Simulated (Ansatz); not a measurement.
# A computed series for SrTiO3: response to strain

The reference is SrTiO₃ in the cubic perovskite structure (space group Pm-3m, No. 221).

```
CELL_PARAMETERS angstrom
      3.93642     0.00000     0.00000
      0.00000     3.93642     0.00000
      0.00000     0.00000     3.93642
ATOMIC_POSITIONS crystal
  Sr 0.00000 0.00000 0.00000
  Ti 0.50000 0.50000 0.50000
  O  0.50000 0.00000 0.50000
  O  0.00000 0.50000 0.50000
  O  0.50000 0.50000 0.00000
```

Strains are applied to the cell and any free atomic positions relax.

The values are results of Ansatz (a program for electronic structure) PBE, no SOC, not measurements.

```csv
isotropic strain (%),band gap (eV)
-3,2.01
-2.4,1.98
-1.8,?
-1.2,1.91
0,1.84
```

Q: Fit E_g = E₀ + Dε (ε in %) to the rows shown and predict the withheld row.

A: Least squares on the printed values gives E₀ = 1.84 eV, D = -57.1 meV per % of strain (largest residual 0.00 eV); this predicts 1.94 eV, and the run gives 1.95 eV, in agreement.

No phonon test of stability was made. The final runs are not spin-polarised. Many cubic perovskites are stable only at high temperature; tilts and polar distortions were not tested.
